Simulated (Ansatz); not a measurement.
Take SiO2 in the rutile structure (space group P4_2/mnm, No. 136; a = 4.236 Å, c = 2.690 Å) as the base. Axes: x, y, z lie along a, b, c of the conventional cell.

Computed with PBE (Ansatz, a program for electronic structure), no spin-orbit coupling.

Strains are applied to the cell and any free atomic positions relax.

One change was made to it. Results:

| quantity | base | after |
|---|---|---|
| band gap | 5.04 eV | 5.42 eV |
| energy relative to the base (free energy F) | 0 meV/atom | +5.8 meV/atom |
| pressure (mean of the normal stresses, compression positive) | 0.01 GPa | 6.63 GPa |
| shortest interatomic distance | 1.774 Å | 1.756 Å |
| hole mass | 1.9 mₑ along c, 1.1 mₑ across (at Γ) | 2.1 mₑ along z, 1.1 mₑ across (at Γ) |

Which of these changes matches the shifts?
(A) uniaxial strain ε_zz = −1.80 %
(B) uniaxial strain ε_zz = −1.20 %
(C) uniaxial strain ε_zz = −0.60 %
(D) uniaxial strain ε_zz = −2.40 %

A, uniaxial strain ε_zz = −1.80 %. For comparison, the band gap in the other runs: uniaxial strain ε_zz = −0.60 % gives 5.17 eV; uniaxial strain ε_zz = −1.20 % gives 5.30 eV; uniaxial strain ε_zz = −2.40 % gives 5.55 eV.

Effective masses come from finite differences of ±0.01 Å⁻¹. Stability against distortions was not tested.
